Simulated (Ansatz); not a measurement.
The reference is SrTiO₃ in the cubic perovskite structure (space group Pm-3m, No. 221).

```xyz
5
Lattice="3.8542 0.0000 0.0000 0.0000 3.8542 0.0000 0.0000 0.0000 3.8542" Properties=species:S:1:pos:R:3 pbc="T T T"
Sr     0.0000     0.0000     0.0000
Ti     1.9271     1.9271     1.9271
O      1.9271     0.0000     1.9271
O      0.0000     1.9271     1.9271
O      1.9271     1.9271     0.0000
```

Cartesian axes are those of the cell as printed.

All numbers come from LDA (Ansatz, a first-principles code, PAW, scalar-relativistic without spin-orbit coupling).

Perturbation: tensor shear ε_xy = +0.67 % (engineering shear γ = 0.0134); the atoms relax in the strained cell.

Task: What happens to the stress?

Result: The stress (xx, yy, zz, yz, xz, xy; compression positive) amounts to (0.02, 0.02, 0.01, 0.00, 0.00, -1.60) GPa.

Task: Predict the new energy relative to the base.

Result: The energy goes up by 0.7 meV/atom.

No phonon test of stability was made. All final runs are without spin polarisation. Many cubic perovskites are stable only at high temperature; tilts and polar distortions were not tested.
